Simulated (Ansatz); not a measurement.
## What biaxial strain −1.25 %, plane normal [111], relaxed out of plane does to Pb

The reference is Pb in the fcc (Cu type) structure (space group Fm-3m, No. 225; a = 4.934 Å; relaxed with 0.1 eV smearing). Axes: x, y, z lie along the cube axes.

The change: biaxial strain −1.25 %, plane normal [111], relaxed out of plane (Cartesian); in-plane vectors clamped, the third vector and the atoms free.

Method: PBEsol/PAW in Ansatz (a quantum-chemistry and plane-wave program), no spin-orbit coupling. Settings: 23×23×23 k-points, 0.1 eV Fermi–Dirac smearing.

The volume per atom falls by 0.41 Å³, from 30.03 Å³ to 29.62 Å³ and the space group goes from Fm-3m (No. 225) to R-3m (No. 166). The energy increases by 2.4 meV/atom and the pressure (mean of the normal stresses, compression positive) goes from zero to 0.7 GPa. The band gap remains zero and the out-of-plane strain is +1.14 %. The ratio −ε⊥/ε∥ is 0.91 and the mean in-plane stress (compression positive) comes out as +1.1 GPa.

Cost of the whole job for the changed cell (relaxation, final SCF and bands): around 50 core-seconds (rough).

No phonon test of stability was made.
